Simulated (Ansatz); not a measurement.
Take SiC in the wurtzite structure (space group P6_3mc, No. 186; a = 3.056 Å, c = 5.016 Å) as the base. Axes: x lies along a and z along c of the hexagonal cell.

The values are results of LDA, PAW, 420 eV (Ansatz, an electronic-structure program; no spin-orbit coupling), not measurements.

Strains are applied to the cell and any free atomic positions relax.

One change was made to it. Results:

| quantity | base | after |
|---|---|---|
| gap character | indirect, Γ → K | indirect, Γ → K |
| smallest direct gap | 3.92 eV | 3.73 eV |
| width of the top valence band | 3.95 eV | 4.04 eV |
| pressure (mean of the normal stresses, compression positive) | 0.00 GPa | 7.37 GPa |

What was done to the base?
A. uniaxial strain ε_zz = −0.60 %
B. uniaxial strain ε_zz = −3.00 %
C. uniaxial strain ε_zz = −2.40 %

B, uniaxial strain ε_zz = −3.00 %. For comparison, the pressure in the other runs: uniaxial strain ε_zz = −0.60 % gives 1.39 GPa; uniaxial strain ε_zz = −2.40 % gives 5.81 GPa.

No phonon test of stability was made.
